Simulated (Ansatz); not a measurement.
The reference is ZnO in the wurtzite structure (space group P6_3mc, No. 186; a = 3.231 Å, c = 5.216 Å). Axes: x lies along a and z along c of the hexagonal cell.

Level of theory: Ansatz (a first-principles code), PBEsol, PAW, cutoff 420 eV, no spin-orbit coupling, earlier PAW set.

For the base:

| Item | Result |
|---|---|
| Valence-band top at Γ | 0.00, 0.00, -0.10 eV |
| Electron mass | 0.13 mₑ (at Γ) |
| Volume per atom | 11.79 Å³ |

One thing is altered: uniaxial stress, 8 GPa compression along x, with the cell and atoms free to relax against it.

Q: What happens to the valence-band top at Γ?

A: The valence-band top at Γ (three highest levels, from the VBM) becomes 0.00, -0.22, -0.25 eV (base: 0.00, 0.00, -0.10 eV).

Q: Predict the new energy relative to the base.

A: The energy goes up by 19 meV/atom.

Q: What happens to the electron mass?

A: The electron mass changes from 0.13 mₑ (at Γ) to 0.12 mₑ along x, 0.14 mₑ along y, 0.13 mₑ along z (at Γ).

Q: How does this affect the volume per atom?

A: The volume per atom shrinks by 0.27 Å³, from 11.79 Å³ to 11.52 Å³.

The levels and masses belong to the bands next to the band gap. Load acts through the strain it causes; cell and atoms are relaxed under it. Masses are band curvatures over ±0.01 Å⁻¹ around the edge. Stability under load was not tested beyond the relaxation.
